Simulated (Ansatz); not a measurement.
The parent structure is ZrC in the rock salt structure (space group Fm-3m, No. 225; relaxed with 0.1 eV smearing).

```xyz
2
Lattice="0.0000 2.3345 2.3345 2.3345 0.0000 2.3345 2.3345 2.3345 0.0000" Properties=species:S:1:pos:R:3 pbc="T T T"
Zr     0.0000     0.0000     0.0000
C      2.3345     2.3345     2.3345
```

Cartesian axes are those of the cell as printed.

Calculations: PBEsol/PAW in Ansatz (an electronic-structure program), no SOC.

Perturbation: biaxial strain −2.50 %, plane normal [001], relaxed out of plane (Cartesian); in-plane vectors clamped, the third vector and the atoms free.

Question: How does this affect the energy relative to the base and out-of-plane strain?

Answer: The energy increases by 30 meV/atom; the out-of-plane strain is +1.11 %.

Stability against distortions was not tested. The final runs are not spin-polarised.
